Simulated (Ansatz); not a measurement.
Results of r²SCAN (plane waves, PAW; Ansatz, a first-principles code) for AlB2-type MgB2.

Run with plane-wave cutoff 600 eV, 24×24×18 k mesh (along the axes of the cell as run), Fermi–Dirac smearing 0.088 eV (set by the program), scalar-relativistic PAW data made under PBE.

Computed at the level's own relaxed cell.

Elastic tensor (GPa, Voigt notation, ions relaxed):

```
  454.3    49.8    30.7     0.0     0.0     0.0
   49.8   454.3    30.7     0.0     0.0     0.0
   30.7    30.7   283.8     0.0     0.0     0.0
    0.0     0.0     0.0    76.5     0.0     0.0
    0.0     0.0     0.0     0.0    76.5     0.0
    0.0     0.0     0.0     0.0     0.0   202.2
```

Problem. Work out the Voigt, Reuss and Hill averages of the bulk and shear moduli, Young's modulus and Poisson's ratio from the printed constants.

Solution. K_V = [C11 + C22 + C33 + 2(C12 + C13 + C23)]/9 = [1192.4 + 2 × 111.2]/9 = 157.2 GPa. G_V = [1192.4 − 111.2 + 3 × 355.2]/15 = 143.1 GPa. From the compliances S = C⁻¹, K_R = 148.8 and G_R = 117.1 GPa. Hill means: K = 153.0, G = 130.1 GPa. E = 9KG/(3K + G) = 304 GPa, ν = (3K − 2G)/(6K + 2G) = 0.17, K/G = 1.18.
